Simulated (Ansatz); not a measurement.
We consider C (model structure, P4₁2₁2, No. 92, 12 atoms in the cell), described by r²SCAN (Ansatz, an electronic-structure program, PAW).

Settings: plane-wave cutoff 560 eV, 14×14×12 k mesh (along the axes of the cell as run), Fermi–Dirac smearing 0.05 eV, scalar-relativistic PAW data made under PBE.

The cell is the one relaxed with PBEsol. Conventional cell: a = 3.7829 Å, b = 3.7829 Å, c = 4.6487 Å, α = 90.00°, β = 90.00°, γ = 90.00°.

```
C
1.0
    3.78291     0.00000     0.00000
    0.00000     3.78291     0.00000
    0.00000     0.00000     4.64866
C
12
Direct
  0.92422   0.07578   0.75000
  0.42422   0.42422   0.00000
  0.07578   0.92422   0.25000
  0.57578   0.57578   0.50000
  0.62073   0.16661   0.53265
  0.33339   0.12073   0.78265
  0.37927   0.83339   0.03265
  0.66661   0.87927   0.28265
  0.12073   0.33339   0.21735
  0.83339   0.37927   0.96735
  0.87927   0.66661   0.71735
  0.16661   0.62073   0.46735
```

### Question
List the 34 lowest band energies at Γ above −25 eV (eV, relative to the valence band maximum), grouping those that round alike.

### Answer
At Γ: -21.87, -16.73 (×2), -13.58, -13.29, -12.72 (×2), -8.82 (×3), -8.56, -7.44, -7.24, -6.61 (×2), -5.25, -4.42 (×2), -4.07, -3.81, -1.97, -1.76 (×2), -0.52, 5.45, 6.78 (×2), 7.85, 8.03, 9.91, 10.07 (×2), 11.10 (×2).

Note: the relaxation could raise the start's symmetry but not lower it, so the cell can be a saddle point; cell and atoms aren't relaxed at this level (largest force component 0.08 eV/Å, pressure 4.6 GPa).

A model structure was made by putting elements into a prototype or built by hand; it is no filed structure, need not be a known phase, and can be a saddle point held by its symmetry.
